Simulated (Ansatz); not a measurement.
Start from MgO (space group P6_3/mmc, No. 194; a = 3.494 Å, c = 4.194 Å; a cell from a computed database, its experimental status unchecked). Axes: x lies along a and z along c of the hexagonal cell.

Perturbation: the symmetric strain tensor [0.0006 0.0013 0.0006; 0.0013 -0.0073 0.0077; 0.0006 0.0077 0.0116], atoms relaxed at fixed cell.

Levels (all Ansatz, a first-principles code, PAW): PBEsol (420 eV, no spin-orbit coupling); r2SCAN (500 eV, spin-orbit coupling left out); HSE06 (420 eV, no SOC).

One geometry, relaxed with PBEsol, under each level:

```tsv
level	band gap	lowest conduction level above the VBM at special points	electron mass	hole mass	pressure
PBEsol	3.23 eV	Γ 3.23 eV; Y 6.25 eV; Z 6.83 eV; X 6.83 eV	0.36 mₑ along z, 0.34 mₑ across (at Γ)	–	-0.64 GPa
r2SCAN	___	___	___	___	___
HSE06	4.95 eV	Γ 4.95 eV; Y 8.06 eV; Z 8.67 eV	–	–	–
```

Problem. Give the withheld r2SCAN results.

Solution. 
- r2SCAN, band gap: 4.01 eV
- r2SCAN, lowest conduction level above the VBM at special points: Γ 4.01 eV; Y 7.04 eV; Z 7.64 eV; X 7.64 eV
- r2SCAN, electron mass: 0.39 mₑ along z, 0.36 mₑ across (at Γ)
- r2SCAN, hole mass: 0.42 mₑ along z, 2.1 mₑ across (at Γ)
- r2SCAN, pressure: -1.67 GPa

Single points use the geometry relaxed with PBEsol. Their cutoffs differ, which shifts pressures a little. Effective masses come from finite differences of ±0.01 Å⁻¹. Whether these cells are dynamically stable was not tested. This is not the structure that MgO has at room temperature and ambient pressure. k-point labels follow each cell's own Brillouin zone.
